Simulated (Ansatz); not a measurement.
The parent structure is GaN in the zinc blende structure (space group F-43m, No. 216; a = 4.4983 Å).

Calculations: plane-wave PAW DFT at the PBEsol level (Ansatz, a first-principles code, 420 eV), scalar-relativistic without spin-orbit coupling, earlier PAW set.

Carriers are added at fixed cell with a uniform background; the Fermi–Dirac width is that of 300 K.

One change was made to it. Results:

```json
[
 {"quantity": "Fermi level relative to the doped band's edge (positive inside the band; to 0.05 eV)", "base": "–", "after": "+0.10 eV"},
 {"quantity": "gap character", "base": "direct at Γ", "after": "direct at Γ"},
 {"quantity": "gap between the host's bands", "base": "1.70 eV", "after": "1.73 eV"}
]
```

Q: Which of these changes matches the shifts?
A. holes 2.0×10^22 cm⁻³
B. electrons 1.0×10^21 cm⁻³
C. holes 1.0×10^21 cm⁻³
D. electrons 5.0×10^20 cm⁻³
E. electrons 7.0×10^20 cm⁻³

A: C, holes 1.0×10^21 cm⁻³. For comparison, the Fermi level from band edge in the other runs: electrons 5.0×10^20 cm⁻³ gives +0.90 eV; electrons 7.0×10^20 cm⁻³ gives +1.10 eV; holes 2.0×10^22 cm⁻³ gives +0.75 eV; electrons 1.0×10^21 cm⁻³ gives +1.25 eV.

Charged cell with a jellium background: band edges are those of the host's band count, energies are not comparable with the neutral cell, and many-body gap narrowing is missing. No phonon test of stability was made. This is not the structure that GaN has at room temperature and ambient pressure.
